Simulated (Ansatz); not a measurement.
For LiZn (Fd-3m), Ansatz (a quantum-chemistry and plane-wave program) with PBEsol, DFPT electron-phonon coupling, linearised Boltzmann equation gives a transport coupling λ_tr = 0.407 and a Drude plasma energy ħω_p = 7.90 eV.

**Question.** Estimate the resistivity at 300 K from the high-temperature formula ρ = 2π λ_tr k_B T / (ħ ε₀ ω_p²), and say how the full Boltzmann solution compares.

**Answer.** The scattering rate is 1/τ = 2π λ_tr k_B T/ħ = 1.00e14 s⁻¹ and ω_p = 1.20e16 s⁻¹, so ρ ≈ 7.87 μΩ·cm. The Boltzmann solution gives 7.20 μΩ·cm, 0.91 times the estimate.

A metal at this level (no band gap). Only scattering by harmonic phonons is included (no impurities, grain boundaries, electron-electron scattering or thermal expansion). Spin-orbit coupling is left out. The run warned that the eigensolver left some states short of its tolerance. Halving the electron mesh (24x24x24) moves the resistivity by up to 3 % at 300 K, the coupling by up to 1 %. Smearing 0.20 eV; phonons on a 4x4x4 q mesh, which this run doesn't test.
